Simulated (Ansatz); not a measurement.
## Hypothetical R3m MgInGaO4: pressure series

The parent structure is MgInGaO4 (space group R3m, No. 160; a hypothetical phase, not in the database extracts checked).

```xyz
7
Lattice="1.6719 0.9653 8.4331 -1.6719 0.9653 8.4331 0.0000 -1.9305 8.4331" Properties=species:S:1:pos:R:3 pbc="T T T"
In     0.0000     0.0000    25.2481
Ga     0.0000     0.0000     5.3728
Mg     0.0000     0.0000    19.8468
O      0.0000     0.0000     3.4178
O      0.0000     0.0000    22.1630
O      0.0000     0.0000     7.3006
O      0.0000     0.0000    17.8485
```

Cell and atoms are relaxed at each pressure.

Level of theory: PBEsol (Ansatz, a first-principles code, PAW, scalar-relativistic without spin-orbit coupling).

Notes on the quantities. enthalpy: H = E + PV relative to the base's energy.

```tsv
change	volume per atom	enthalpy
base	11.67 Å³	–
pressure 0.3 GPa	[?]	+0.02 eV/atom
pressure 1.5 GPa	[?]	+0.11 eV/atom
pressure 3 GPa	[?]	+0.22 eV/atom
```

Fill in the withheld entries from the trend.


- pressure 0.3 GPa, volume per atom: 11.64 Å³
- pressure 1.5 GPa, volume per atom: 11.56 Å³
- pressure 3 GPa, volume per atom: 11.46 Å³

Load acts through the strain it causes; cell and atoms are relaxed under it. No phonon test of stability was made.
